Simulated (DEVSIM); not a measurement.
System: TaN/SiO2/p-Si capacitor, at 300 K.

Layer 1 from the left is SiO2, thickness (nm) 1.30. Layer 2 from the left is Si, thickness (nm) 360, Na (cm⁻³) 2.6e18.

Metal gate on the left, work function 4.4 eV. Fixed charge at the semiconductor interface 0 cm⁻² (in units of +e); no interface traps.

This is a model device: material constants are rounded textbook-type values typed into the input, and sizes, dopings and lifetimes were drawn at random. Values at 300 K.

SiO2: gap (eV) 9, affinity (eV) 0.9, permittivity 3.9. Si: gap (eV) 1.124, affinity (eV) 4.05, permittivity 11.7, Nc (cm⁻³) 2.86e19, Nv (cm⁻³) 3.1e19.

Question: Estimate by hand the flat-band voltage, the threshold voltage, and compare with a numerical solution.

Answer: 
- Flat-band voltage: C = 2.66 μF/cm², work-function difference -0.710 V; VFB = φms − qNf/C = -0.71 V; numerical -0.71 V.
- Threshold voltage: φF = 0.499 V, depletion charge √(4εqNφF) = 9.28e-7 C/cm²; VT = VFB + 2φF + Qd/C = 0.64 V; numerical 0.64 V.

Model (solved in DEVSIM): 1D Poisson equation in equilibrium, Boltzmann statistics, complete ionisation; no quantum confinement or tunnelling. Metal contacts follow the ideal Schottky-Mott rule: no Fermi-level pinning, no interface dipoles.
